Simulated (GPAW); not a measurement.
Input and output of a self-consistent single point for AlRu (Pm-3m, 2 atoms in the cell) (GPAW).

Level of theory: revPBE, GPAW PAW datasets revPBE (gpaw-data 1.0.1) (plane waves; GPAW).

```yaml
crystal:
  lattice:
    - [2.99160, 0.00000, 0.00000]
    - [0.00000, 2.99160, 0.00000]
    - [0.00000, 0.00000, 2.99160]
  atoms:
    - { symbol: Ru, position: [0.50000, 0.50000, 0.50000] }
    - { symbol: Al, position: [0.00000, 0.00000, 0.00000] }
```

Reference input (self-consistent single point, DFT PBE, plane waves, GPAW PAW datasets PBE (gpaw-data 1.0.1)): mode = pw; ecut = 600 eV; xc = PBE; kpts = 11 11 11; mesh shift (steps) = 0 0 0; occupations.name = methfessel-paxton; occupations.width = 0.1 eV; occupations.order = 1; nbands = -6; symmetry.symmorphic = false; symmetry.tolerance = 0.0005; maxiter = 100. This run's input differs from it in these lines:

```diff
@@ -13,3 +13,3 @@
 calc = GPAW(mode={'name': 'pw', 'ecut': 600},
-            xc='PBE',
+            xc='revPBE',
             kpts=(11, 11, 11),
```

Its files differ too (potentials: GPAW PAW datasets revPBE (gpaw-data 1.0.1)).

Output (repeated stretches shortened):

```
     iter     time        total  log10-change:
                         energy   eigst   dens
iter:   1 --:--:--   -14.433670
iter:   2 --:--:--   -14.245428   -1.13  -1.20
iter:   3 --:--:--   -14.197119   -0.63  -1.23
iter:   4 --:--:--   -13.812361   -1.02  -1.43
iter:   5 --:--:--   -13.758944   -1.48  -1.42
iter:   6 --:--:--   -13.696302   -2.82  -1.86
iter:   7 --:--:--   -13.710864   -2.06  -2.25
iter:   8 --:--:--   -13.684056   -2.62  -2.07
iter:   9 --:--:--   -13.684042   -4.40  -3.25
iter:  10 --:--:--   -13.684130c  -4.70  -3.34
iter:  11 --:--:--   -13.684118c  -6.63  -3.34
iter:  12 --:--:--   -13.684121c  -7.75c -3.36
iter:  13 --:--:--   -13.684030c  -5.42  -3.36
iter:  14 --:--:--   -13.684020c  -6.11  -3.70
iter:  15 --:--:--   -13.684014c  -6.15  -3.63
iter:  16 --:--:--   -13.684015c  -7.45c -3.81
iter:  17 --:--:--   -13.684015c  -7.78c -3.85
iter:  18 --:--:--   -13.684015c  -7.88c -3.89
iter:  19 --:--:--   -13.684015c  -7.60c -3.93
iter:  20 --:--:--   -13.684015c  -7.69c -4.25c
Converged after 20 iterations.

Dipole moment: (-0.000000, 0.000000, -0.000000) |e|*Ang

Energy contributions relative to reference atoms: (reference = -129856.586955)

Kinetic:         +5.979450
Potential:       -6.005024
External:        +0.000000
XC:             -13.437104
Entropy (-ST):   -0.001215
Local:           -0.220527
SIC:             +0.000000
--------------------------
Free energy:    -13.684420
Extrapolated:   -13.684015

Showing only first 2 kpts
 Kpt  Band  Eigenvalues  Occupancy
  0     7     10.74117   -0.03198
  0     8     10.74117   -0.03198
  0     9     10.74117   -0.03198
  0    10     16.68804    0.00000

  1     7     10.54828    1.28049
  1     8     10.54828    1.28049
  1     9     10.76056   -0.01847
  1    10     15.93875    0.00000

Fermi level: 10.56511

No gap
No difference between direct/indirect transitions
Energy (eV): -13.684015

Forces in eV/Ang:
  0 Ru   -0.00000    0.00000    0.00000
  1 Al    0.00000    0.00000    0.00000

Stress tensor:
    -0.037222    -0.000000     0.000000
    -0.000000    -0.037222     0.000000
     0.000000     0.000000    -0.037222
Stress (GPa, Voigt): [-5.9636 -5.9636 -5.9636  0.      0.     -0.    ]
```

The run converged in 20 iterations. GPAW prints stress with tension positive. Against the reference run the pressure goes from 3.24 to 5.96 GPa.

The starting cell comes from a database of published, mostly measured structures (it also holds non-ambient and calculated ones), without a prior relaxation at this level. Spin polarisation is off. With a pressure of about 6 GPa the cell is away from its equilibrium volume at this level.

Cost on one core of a shared machine: roughly 50 s.
